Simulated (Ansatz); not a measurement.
Take InAs in the zinc blende structure (space group F-43m, No. 216; a = 6.110 Å) as the base. Axes: x, y, z lie along the cube axes.

Computed with Ansatz (an electronic-structure program) r2SCAN, scalar-relativistic without spin-orbit coupling.

Strains are applied to the cell and any free atomic positions relax; under biaxial strain the out-of-plane vector relaxes too.

One change was made to it. Results:

```json
[
 {"quantity": "shortest interatomic distance", "base": "2.646 Å", "after": "2.626 Å"},
 {"quantity": "valley order (the lowest conduction-band minima on the path, energy above the VBM, named in the base's zone)", "base": "Γ 0.08 eV; L along ⟨111⟩ 1.25 eV", "after": "Γ 0.13 eV; L along [1-11] 1.19 eV; L along [111] 1.42 eV"},
 {"quantity": "energy relative to the base (free energy F)", "base": "0 meV/atom", "after": "+3.4 meV/atom"},
 {"quantity": "valence-band top at Γ (three highest levels, from the VBM)", "base": "0.00, 0.00, 0.00 eV", "after": "0.00, 0.00, -0.15 eV"}
]
```

Question: Name the change that was made.
(A) biaxial strain −1.25 %, plane normal [111], relaxed out of plane
(B) biaxial strain −2.08 %, plane normal [111], relaxed out of plane
(C) biaxial strain −1.67 %, plane normal [111], relaxed out of plane
(D) biaxial strain −2.50 %, plane normal [111], relaxed out of plane
(E) biaxial strain −0.83 %, plane normal [111], relaxed out of plane

Answer: A, biaxial strain −1.25 %, plane normal [111], relaxed out of plane. For comparison, the valley order in the other runs: biaxial strain −2.08 %, plane normal [111], relaxed out of plane gives Γ 0.14 eV; L along [1-11] 1.13 eV; L along [111] 1.54 eV; biaxial strain −1.67 %, plane normal [111], relaxed out of plane gives Γ 0.14 eV; L along [1-11] 1.16 eV; L along [111] 1.48 eV; biaxial strain −2.50 %, plane normal [111], relaxed out of plane gives Γ 0.14 eV; L along [1-11] 1.11 eV; L along [111] 1.60 eV; X along [100] 1.64 eV; biaxial strain −0.83 %, plane normal [111], relaxed out of plane gives Γ 0.11 eV; L along [1-11] 1.21 eV; L along [111] 1.36 eV.

The levels and masses belong to the bands next to the band gap. Stability against distortions was not tested.
